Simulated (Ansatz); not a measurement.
System: Sn-vacancy pair (Sn on one host Al site, one Al site vacant) in fcc Al (neutral cell). Method: PBE, PAW (plane waves to 420 eV; Ansatz, a program for electronic structure).

Settings: 32 host sites, the relaxed PBE lattice, a 3×3×3 k-point mesh shifted by half a step, smearing 0.10 eV, spin-restricted, no image-charge correction. Energies are static. Forms of the defect that were not tried may lie lower.

Barriers: single points on a 5×5×5 k-point mesh shifted by half a step at the bands' geometries.

Relaxed starting cell (atoms counted from 1):

```
CELL_PARAMETERS angstrom
      8.08392     0.00000     0.00000
      0.00000     8.08392     0.00000
      0.00000     0.00000     8.08392
ATOMIC_POSITIONS crystal
  Sn 0.00032 0.02710 0.02856
  Al 0.00034 0.00215 0.49865
  Al 0.00035 0.49725 0.00357
  Al 0.00035 0.49613 0.49755
  Al 0.50034 0.99850 0.99994
  Al 0.50033 0.99953 0.51015
  Al 0.50034 0.50870 0.00098
  Al 0.50035 0.50216 0.50360
  Al 0.00035 0.25749 0.74468
  Al 0.00035 0.74329 0.25892
  Al 0.00035 0.74977 0.75120
  Al 0.50032 0.25318 0.25460
  Al 0.50034 0.25227 0.74818
  Al 0.50034 0.74671 0.25369
  Al 0.50034 0.75081 0.75224
  Al 0.26233 0.00048 0.26330
  Al 0.25392 0.99960 0.75041
  Al 0.24633 0.49699 0.25239
  Al 0.25281 0.50401 0.75046
  Al 0.73832 0.00050 0.26333
  Al 0.74676 0.99962 0.75039
  Al 0.75436 0.49699 0.25238
  Al 0.74788 0.50402 0.75047
  Al 0.26231 0.26187 0.00192
  Al 0.24633 0.25094 0.49841
  Al 0.25393 0.74896 0.00102
  Al 0.25280 0.74902 0.50544
  Al 0.73836 0.26188 0.00192
  Al 0.75435 0.25096 0.49842
  Al 0.74677 0.74897 0.00103
  Al 0.74787 0.74904 0.50545
```

End state 1 differs by these moves (Å; atoms that move under 0.08 Å are left out):

```csv
atom,element,Δx,Δy,Δz
1,Sn,0.00,1.60,1.60
2,Al,0.00,-0.06,0.09
3,Al,0.00,0.09,-0.06
9,Al,0.00,-0.06,0.09
10,Al,0.00,0.09,-0.06
16,Al,0.00,-0.09,-0.09
20,Al,0.00,-0.09,-0.09
24,Al,0.00,-0.09,-0.09
28,Al,0.00,-0.09,-0.09
```

Task: Predict the forward and backward barriers to end state 1 from PBE, PAW.

Result: forward 0.28 eV, backward 0.28 eV; at the saddle point atom 1 has neighbours 4 Al at 2.73, 2 Al at 3.18, 2 Al at 3.21 Å. The saddle point's order was not checked, and it lies on a symmetry element of the cell, where a band can be held.
